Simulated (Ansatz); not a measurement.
Base system: TiAl (space group P4/mmm, No. 123; a = 2.813 Å, c = 4.058 Å). Axes: x, y, z lie along a, b, c of the conventional cell.

The values are results of DFT with r2SCAN, PAW potentials and a 500 eV plane-wave cutoff in Ansatz (a first-principles code), no spin-orbit coupling, not measurements.

Base values:

* **Pressure**: 0.0 GPa
* **Volume per atom**: 16.06 Å³

The change: compressive biaxial strain of 3.08 % in the plane normal to [001], as in epitaxy on a mismatched substrate; the out-of-plane cell vector and the atoms relax.

Q: Estimate the effect on the pressure.

A: The pressure (mean of the normal stresses, compression positive) goes from zero to 4.4 GPa.

Q: Predict the new volume per atom.

A: The volume per atom shrinks by 0.54 Å³ to 15.52 Å³.

Without a gap, meshes like the base's 16×16×12 leave anisotropic stresses uncertain by several tenths of a GPa, and small strain energies with them. Whether these cells are dynamically stable was not tested. All final runs are without spin polarisation.
